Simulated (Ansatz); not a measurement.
The reference is MoTe2 in the 2H-MoS2 type structure (space group P6_3/mmc, No. 194; a = 3.542 Å, c = 14.182 Å; layered, stacked along the Cartesian z axis). Axes: x lies along a and z along c of the hexagonal cell.

Method: r2SCAN+rVV10, PAW, 500 eV (Ansatz, a program for electronic structure; no spin-orbit coupling).

Strains are applied to the cell and any free atomic positions relax.

One change was made to it. Results:

| quantity | base | after |
|---|---|---|
| band gap | 0.87 eV | 0.76 eV |
| valence-band top at Γ (three highest levels, from the VBM) | 0.00, -0.50, -0.98 eV | 0.00, -0.37, -0.95 eV |
| largest internal atomic displacement | – | 0.050 Å |

Q: What was done to the base?
(A) strain tensor (xx, yy, zz, yz, xz, xy) = (−0.84, +0.00, +2.31, +0.47, +0.26, −0.36) %
(B) strain tensor (xx, yy, zz, yz, xz, xy) = (+1.59, +1.74, −1.20, +1.28, +0.38, −0.27) %
(C) strain tensor (xx, yy, zz, yz, xz, xy) = (−1.22, +0.25, −1.15, +0.43, −0.42, −0.21) %

A: B, strain tensor (xx, yy, zz, yz, xz, xy) = (+1.59, +1.74, −1.20, +1.28, +0.38, −0.27) %. For comparison, the band gap in the other runs: strain tensor (xx, yy, zz, yz, xz, xy) = (−1.22, +0.25, −1.15, +0.43, −0.42, −0.21) % gives 0.83 eV; strain tensor (xx, yy, zz, yz, xz, xy) = (−0.84, +0.00, +2.31, +0.47, +0.26, −0.36) % gives 1.01 eV.

Spin-orbit coupling, missing from the scalar runs, can matter with Te. Whether these cells are dynamically stable was not tested.
